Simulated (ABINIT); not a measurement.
```
LuHO2
1.0
    3.35851     0.00000     0.00000
    0.00000     4.72909     0.00000
    0.00000     0.00000     5.30650
Lu H O
2 2 4
Direct
  0.00000   0.72145   0.98413
  0.50000   0.27855   0.48413
  0.50000   0.18768   0.96171
  0.00000   0.81232   0.46171
  0.50000   0.01517   0.85082
  0.00000   0.98483   0.35082
  0.00000   0.51551   0.62612
  0.50000   0.48449   0.12612
```

Level of theory: LDA (PW92), PAW (JTH v2.0 LDA PAW) (plane waves; ABINIT 10.0.3).

The set-up and first iterations of an ABINIT log for LuHO₂ (Pmn2_1, 8 atoms in the cell):

```
 Symmetries : space group Pm n 2_1 (# 31); Bravais oP (primitive ortho.)

 -outvars: echo values of preprocessed input variables --------
            acell      6.3466641146E+00  8.9366849578E+00  1.0027831724E+01 Bohr
             ecut      3.00000000E+01 Hartree
           enunit           1
              ixc       -1012
         kptrlatt        7    0    0      0    5    0      0    0    4
          kptrlen      4.01113269E+01
            natom           8
            nband          48
            ngfft          32      48      50
          ngfftdg          48      64      72
             nkpt          36
            nstep          50
             nsym           4
           ntypat           3
           occopt           3
        pawecutdg      6.00000000E+01 Hartree
          pawovlp     -1.0000000000E+00
          spgroup          31
           tolvrs      1.00000000E-11
           tsmear      3.67490000E-04 Hartree
   [... lines left out ...]
                       4.9999999891E-01  1.5169999932E-02  8.5081999847E-01
                      -1.0933996486E-09  9.8482999570E-01  3.5081999847E-01
                      -1.0933996486E-09  5.1550999774E-01  6.2611999945E-01
                       4.9999999891E-01  4.8448999789E-01  1.2611999945E-01
            znucl       71.00000    1.00000    8.00000

== DATASET  1 ==================================================================

 Real(R)+Recip(G) space primitive vectors, cartesian coordinates (Bohr,Bohr^-1):
 R(1)=  6.3466641  0.0000000  0.0000000  G(1)=  0.1575631  0.0000000  0.0000000
 R(2)=  0.0000000  8.9366850  0.0000000  G(2)=  0.0000000  0.1118983  0.0000000
 R(3)=  0.0000000  0.0000000 10.0278317  G(3)=  0.0000000  0.0000000  0.0997225
 Unit cell volume ucvol=  5.6875994E+02 bohr^3
 Angles (23,13,12)=  9.00000000E+01  9.00000000E+01  9.00000000E+01 degrees

 Coarse grid specifications (used for wave-functions):

 getcut: wavevector=  0.0000  0.0000  0.0000  ngfft=  32  48  50
         ecut(hartree)=     30.000   => boxcut(ratio)=   2.02226

 Fine grid specifications (used for densities):

 getcut: wavevector=  0.0000  0.0000  0.0000  ngfft=  48  64  72
         ecut(hartree)=     60.000   => boxcut(ratio)=   2.05382

   1.26662744E+04                                ecore*ucvol(ha*bohr**3)

_setup2: Arith. and geom. avg. npw (full set) are    4463.693    4463.677
--- !BeginCycle
solver: {iscf: 17, nstep: 50, nline: 4, wfoptalg: 10, }
tolerances: {tolvrs: 1.00E-11, }
...

     iter   Etot(hartree)      deltaE(h)  residm     nres2
 ETOT  1  -592.39327470810    -5.924E+02 5.441E+01 9.552E+02
 ETOT  2  -630.22218387391    -3.783E+01 1.130E+01 4.824E+03
 ETOT  3  -623.76092914360     6.461E+00 8.527E+01 1.460E+03
 ETOT  4  -623.70346621108     5.746E-02 3.764E+00 7.527E+02
 ETOT  5  -623.87330377795    -1.698E-01 4.996E-01 6.775E+02
```

**Question.** How does the run end?

**Answer.** The run ended unconverged after 50 iterations. It gives no final result for the task that was set. The log goes on:

```
   [... 41 lines left out ...]
 ETOT 47  -622.44958478989     2.229E-08 8.150E-07 7.302E-06
 ETOT 48  -622.44958479914    -9.244E-09 2.235E-06 1.449E-06
 ETOT 49  -622.44958480234    -3.208E-09 6.907E-07 1.552E-06
 ETOT 50  -622.44958479917     3.175E-09 2.136E-06 3.042E-07

 Cartesian components of stress tensor (hartree/bohr^3)
  sigma(1 1)= -1.05786224E-04  sigma(3 2)=  0.00000000E+00
  sigma(2 2)= -9.50391047E-05  sigma(3 1)=  0.00000000E+00
  sigma(3 3)= -1.18218398E-04  sigma(2 1)=  0.00000000E+00
 scprqt:  WARNING -
  nstep=   50 was not enough SCF cycles to converge;
  density residual=  3.042E-07 exceeds tolvrs=  1.000E-11

 ----iterations are completed or convergence reached----

 reduced coordinates (array xred) for    8 atoms
      -0.000000001093      0.721449996846      0.984129997884
       0.499999998907      0.278549998782      0.484129997884
       0.499999998907      0.187679999175      0.961709997980
      -0.000000001093      0.812319996453      0.461709997980
       0.499999998907      0.015169999932      0.850819998467
      -0.000000001093      0.984829995697      0.350819998467
      -0.000000001093      0.515509997742      0.626119999446
       0.499999998907      0.484489997886      0.126119999446
 cartesian forces (eV/Angstrom) at end:
    1      0.00000000000000     0.24963195524885     0.04340536359728
    2      0.00000000000000    -0.24963195524885     0.04340536359728
   [... lines left out ...]
 Fermi (or HOMO) energy (eV) =   3.89301   Average Vxc (eV)= -11.04412
   [... lines left out ...]
local_psp           : -3.97601008351893E+02
internal            : -6.22449403021887E+02
'-kT*entropy'       : -1.28510988623538E-14
total_energy        : -6.22449403021887E+02
total_energy_eV     : -1.69377096390564E+04
...

-Cartesian components of stress tensor (GPa)         [Pressure=  3.1289E+00 GPa]
- sigma(1 1)= -3.11233763E+00  sigma(3 2)=  0.00000000E+00
- sigma(2 2)= -2.79614653E+00  sigma(3 1)=  0.00000000E+00
- sigma(3 3)= -3.47810477E+00  sigma(2 1)=  0.00000000E+00

 Calculation completed.
```

The starting cell comes from a database of computed structures (which also holds hypothetical and non-ambient phases and stackings), without a prior relaxation at this level.

The run was DFT, LDA (PW92), plane waves, PAW (JTH v2.0 LDA PAW). Main settings of its input:

- pseudos = [Lu.LDA_PW-JTH.xml, H.LDA_PW-JTH.xml, O.LDA_PW-JTH.xml]
- ecut = 60 Ry
- pawecutdg = 120 Ry
- occopt = 3
- tsmear = 0.00036749 Ha
- ngkpt = 7 5 4
- nshiftk = 1
- shiftk = 0 0 0
- potentials = JTH v2.0 LDA PAW
- nband = 48
- kptopt = 1
- nstep = 50

These are the values that this program gave, and no reference: the one-centre exchange-correlation terms come from a truncated expansion.
